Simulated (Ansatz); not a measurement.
Si (diamond structure), Σ5 (310) [001] symmetric tilt. One Ga atom replaces one Si atom in a bicrystal of 48 atoms (one solute to 47 Å² of one boundary, a high coverage); atoms relaxed, cell held. Energies count from the site farthest from both boundaries, which lies only 5.2 Å away; negative means that the solute is drawn to the site. The cell is neutral, and spin is allowed where the electrons are odd. k-points: Γ-centred 3×4×1 mesh; occupations: Fermi-Dirac, 0.050 eV; spin-polarised, moments started parallel. Spin-orbit coupling is left out.

Sites tried, by distance from the nearest boundary plane (Å): 0.00, 0.85, 0.85, 1.81.

Problem. Does Ga segregate by PBE in Ansatz (a quantum-chemistry and plane-wave program), and with what energy at each site?

Solution. 0.00 Å: 0.00 eV; 0.85 Å: -0.04 eV; 0.85 Å: -0.04 eV; 1.81 Å: 0.07 eV. No site tried binds it by more than 0.05 eV.
